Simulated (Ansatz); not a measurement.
**How the band gap of CuI (model structure, from the WC type, P-6m2, No. 187) moves with the method**

No measured value is used here.

```tsv
level (code)	value (eV)	cell (Å³/atom)
PBE (Ansatz)	0.00	24.93
PBEsol (Ansatz)	0.00	22.92
PBE-D3(BJ) (Ansatz)	0.00	23.36
r²SCAN (Ansatz)	0.00	24.75
HSE06 (Ansatz)	0.75	24.75
PBE0 (Ansatz)	1.41	24.75
```

Computed values are for a static lattice. Spin–orbit coupling is included only where a level's name says +SOC; with heavier elements it mostly lowers gaps and can invert bands. A gap of zero means that the bands touch or overlap; how far they overlap is not shown.  PBE, PBEsol, PBE-D3(BJ), r²SCAN, HSE06, PBE0: the gap is read on the k mesh or supercell of the run alone and can be too large. HSE06, PBE0: hybrids on metals are sensitive to the k mesh and can open a false gap. Values are at the level's own relaxed cell; HSE06 at the r²SCAN cell; PBE0 at the r²SCAN cell. K meshes differ between the levels. Ansatz's density-functional and Hartree–Fock values are scalar-relativistic unless marked +SOC, with PAW data made under PBE.

A model structure was made by putting elements into a prototype or built by hand; it is no filed structure, need not be a known phase, and can be a saddle point held by its symmetry.

Ansatz is a first-principles code.
